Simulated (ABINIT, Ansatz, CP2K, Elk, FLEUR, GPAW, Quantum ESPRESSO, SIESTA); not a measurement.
PbF2 (Fm-3m, 3 atoms in the cell) computed with different codes at matched settings

Self-consistent single point, at a second geometry (lattice scaled by 0.98). First geometry:

```
PbF2
1.0
    0.00000     2.91920     2.91920
    2.91920     0.00000     2.91920
    2.91920     2.91920     0.00000
Pb F
1 2
Direct
  0.00000   0.00000   0.00000
  0.75000   0.75000   0.75000
  0.25000   0.25000   0.25000
```

Shared settings, as Ansatz (a quantum-chemistry and plane-wave program) writes them: kpoints.mp_grid.grid = 10 10 10; scf.occupations.method = fixed. Potentials and cutoffs stand in the table.

| code | model | ΔF from the first geometry (meV/atom) | pressure (GPa) | gap on the mesh (eV) | cutoff |
|---|---|---|---|---|---|
| Elk | PBE, all-electron FP-LAPW, Elk's shipped species files, APW+lo basis with extra local orbitals | – | – | 4.390 | rgkmax 8 |
| FLEUR | PBE, all-electron FLAPW (FLEUR), scalar-relativistic valence | 59.7 | – | 4.532 | Kmax 3.8 1/bohr |
| ABINIT | PBE, PAW (JTH v2.0 PBE PAW) | 60.0 | 12.91 | 4.382 | 653 eV |
| CP2K | PBE, GPW, DZVP-MOLOPT-SR-GTH basis, GTH-PBE potentials (GTH_POTENTIALS) | 60.6 | 13.47 | 4.325 | grid 550 Ry |
| Ansatz | PBE, default PAW files | 59.9 | 12.88 | 4.384 | default |
| SIESTA | GGA PBE, numerical atomic orbitals DZP, PseudoDojo PBE standard norm-conserving potentials (rewritten from UPF to PSML) | 46.4 | 11.21 | 4.331 | grid 350 Ry |
| GPAW | PBE, GPAW PAW datasets PBE (gpaw-data 1.0.1) | 58.2 | – | 4.303 | 900 eV |
| Quantum ESPRESSO | PBE, SSSP 1.1.2 efficiency (PBE) pseudopotentials | 61.0 | 13.44 | 4.379 | 55 Ry |

A dash marks a value that a program does not give, or that is left out as unsure.

Gaps are read on the mesh.

On Ansatz's run: spin-orbit coupling is off.

The spread over the programs that give each value: ΔF from the first geometry within 14.6 meV/atom; pressure within 2.26 GPa; gap on the mesh within 0.229 eV.

CP2K and SIESTA use small atom-centred bases, whose incompleteness enters pressures, forces and empty levels differently from a plane-wave cutoff. Elk and FLEUR treat all electrons, but the usual bases taken here (sphere radii, linearisation, local orbitals, empty states) were not tested for convergence, so the values are no reference for the others. Ansatz's pressure is given at a fixed set of plane waves, as the other plane-wave codes print theirs; with its correction for the finite basis it is 13.38 GPa (the shift of 0.50 GPa shows how far the cutoff is from converged). The pressure of GPAW is left out: its cutoff lies under the one at which its stress was checked. In the pressure, SIESTA (by 1.70) lies more than 1 GPa from the median of the plane-wave programs. In the gap, FLEUR (by 0.151) lies more than 0.12 eV from the median of the plane-wave programs.

The starting cell comes from a database of computed structures (which also holds hypothetical and non-ambient phases and stackings), without a prior relaxation at this level. Its lattice was rescaled by a random factor within 2.5 % of one. For this run, on top of that: lattice scaled by 0.98.

Keys are those of Ansatz 0.2.
